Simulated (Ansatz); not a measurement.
For zinc-blende NaH (model structure), LDA in Ansatz (PAW) gives:

```
Quantity                    Result
------------------  --------------
lattice constant a         5.071 Å
formation enthalpy  -0.224 eV/atom
```

### Question
What does r²SCAN (plane waves, PAW; Ansatz, a quantum-chemistry and plane-wave program) give for the same quantities?

### Answer

- lattice constant a: 5.193 Å (goes up by 2.4 %)
- formation enthalpy: -0.219 eV/atom (moves by +0.005 eV/atom)

Changes are worked out from the printed values.

Unless a cell is named, each level is at its own relaxed cell (LDA 16.30, r²SCAN 17.51 Å³/atom).

Ansatz's density-functional and Hartree–Fock values are scalar-relativistic unless marked +SOC, with PAW data made under PBE.

A model structure was made by putting elements into a prototype or built by hand; it is no filed structure, need not be a known phase, and can be a saddle point held by its symmetry.
